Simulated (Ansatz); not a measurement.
BaCd₂Sb₂ (P-3m1, No. 164, 5 atoms in the cell; start mp-8150)

Level of theory: r²SCAN+SOC in Ansatz (plane waves, PAW).

Numerical settings: plane-wave cutoff 560 eV, 12×12×8 k mesh (along the axes of the cell as run), Fermi–Dirac smearing 0.05 eV, PAW data made under PBE.

Cell (relaxed with PBEsol):

```xyz
5
Lattice="4.7654 0.0000 0.0000 -2.3827 4.1269 0.0000 0.0000 0.0000 7.9775" Properties=species:S:1:pos:R:3 pbc="T T T"
Ba     0.0000     0.0000     0.0000
Cd     2.3827     1.3756     5.0469
Cd     0.0000     2.7513     2.9305
Sb     2.3827     1.3756     2.0886
Sb     0.0000     2.7513     5.8889
```

- band gap = 0.08 eV (under three smearing widths, so not firm)

Note: cell and atoms aren't relaxed at this level (pressure 1.9 GPa).

The computed numbers hold no vibrational or temperature effects.

A start named mp-… is a Materials Project structure, which need not be a measured phase.

Ansatz is a first-principles code.
